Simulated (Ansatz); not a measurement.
## A computed series for BeSe: response to strain

Take BeSe in the zinc blende structure (space group F-43m, No. 216) as the base.

```xyz
2
Lattice="0.0000 2.5408 2.5408 2.5408 0.0000 2.5408 2.5408 2.5408 0.0000" Properties=species:S:1:pos:R:3 pbc="T T T"
Be     0.0000     0.0000     0.0000
Se     1.2704     1.2704     1.2704
```

Cartesian axes are those of the cell as printed.

Strains are applied to the cell and any free atomic positions relax; under biaxial strain the out-of-plane vector relaxes too.

The values are results of LDA/PAW in Ansatz (an electronic-structure program), without spin-orbit coupling, not measurements.

| biaxial strain, plane normal [001], relaxed out of plane (%) | out-of-plane strain (%) |
|---|---|
| 0 | 0.00 |
| 0.5 | -0.42 |
| 1 | ? |
| 1.5 | -1.26 |
| 2 | -1.68 |
| 2.5 | -2.11 |
| 3 | -2.55 |

Problem. Fit ε⊥ = −νε + γε² (strains in %) to the rows shown and predict the withheld row.

Solution. Least squares on the printed values gives ν = 0.83 (the biaxial Poisson response) and γ = -0.007 (largest residual 0.00 %); this predicts -0.83 %, and the run gives -0.83 %, in agreement.

No phonon test of stability was made.
